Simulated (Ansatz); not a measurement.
Fe in the bcc (W type) structure (space group Im-3m, No. 229; ferromagnetic)

```
CELL_PARAMETERS angstrom
     -1.41580     1.41580     1.41580
      1.41580    -1.41580     1.41580
      1.41580     1.41580    -1.41580
ATOMIC_POSITIONS crystal
  Fe 0.00000 0.00000 0.00000
```

Level of theory: plane-wave PAW DFT at the PBE level (Ansatz, a program for electronic structure, 420 eV), no spin-orbit coupling, earlier PAW set. Γ-centred 23×23×23 mesh, Fermi–Dirac width 0.05 eV.

- Volume per atom: 11.35 Å³
- Density: 8.17 g/cm³
- Band gap: zero
- Magnetic state: ferromagnetic
- Total energy: -4480.488 eV/atom (σ→0; compares only within this code and set-up)

Other magnetic orders, which the real material may have, were not ruled out. Whether these cells are dynamically stable was not tested.
